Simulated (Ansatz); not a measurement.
# A constructed model of the (111) surface of fcc Pd, a layer of Al in place of the third plane (bottom of the slab: a bare face, its two planes held)

The numbers are results of PBE (plane waves to 420 eV, PAW; Ansatz, a quantum-chemistry and plane-wave program), not measurements.

Model: 6-atom slab, 11.2 Å thick at the start, 15x15x1 mesh, Fermi-Dirac 0.1 eV, dipole correction, 2 atoms held, the rest relaxed; symmetry of the start imposed; no spin, no spin-orbit, no U. In PBE it lies 0.06 eV a 1x1 cell over the lowest computed structure of the same composition (a layer of Al in place of the second plane).

| Property | Value |
|---|---|
| work function of the top face | 5.32 eV |
| energy released by relaxation | 0.26 eV |
| cost | roughly 40 core-seconds |
